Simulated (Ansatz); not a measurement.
The parent structure is Ca₃SiO (space group Imma, No. 74; a = 6.583 Å, b = 9.309 Å, c = 6.603 Å; a cell from a computed database, its experimental status unchecked). Axes: x, y, z lie along a, b, c of the conventional cell.

Method: Ansatz (an electronic-structure program), PBEsol, PAW, cutoff 420 eV, scalar-relativistic without spin-orbit coupling.

Before the change:

```
Property            Value
---------------  --------
Pressure          0.0 GPa
Band gap             zero
Volume per atom  20.23 Å³
```

It is then changed as follows: compressive biaxial strain of 3.70 % in the plane normal to [001], as in epitaxy on a mismatched substrate; the out-of-plane cell vector and the atoms relax.

Task: How does this affect the energy relative to the base, pressure, band gap and volume per atom?

Result: The energy goes up by 27 meV/atom; the pressure (mean of the normal stresses, compression positive) goes from zero to 4.0 GPa; the band gap stays zero; the volume per atom falls by 1.06 Å³ (20.23 Å³ → 19.17 Å³).

No phonon test of stability was made. All final runs are without spin polarisation. Gaps under 0.05 eV, about the width of the smearing, are given as zero. A zero or small gap of Ca3SiO can be the functional's error rather than a property of the material.
